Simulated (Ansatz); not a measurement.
Data:

```
Ru
1.0
    2.72013     0.00000     0.00000
    1.36006     2.35570     0.00000
    0.00000     0.00000     4.25249
Ru
2
Direct
  0.33333   0.33333   0.75000
  0.66667   0.66667   0.25000
```

No spin polarisation.

The values are results of Kohn–Sham DFT with the r2SCAN functional, run in Ansatz (a first-principles code) with PAW and 500 eV plane waves, scalar-relativistic without spin-orbit coupling, earlier PAW set, not measurements. Settings: 24×24×14 k-points, 0.1 eV Fermi–Dirac smearing.

**Question.** Predict the band gap and pressure.

**Answer.** The band gap comes out as zero and the pressure (mean of the normal stresses, compression positive) comes out as -2.4 GPa.

The cells carry an imposed strain or load. No phonon test of stability was made. The final runs are not spin-polarised. The cell was made from Ru in the hcp (Mg type) structure (space group P6_3/mmc, No. 194) by this change: biaxial strain +0.54 %, plane normal [001], relaxed out of plane.
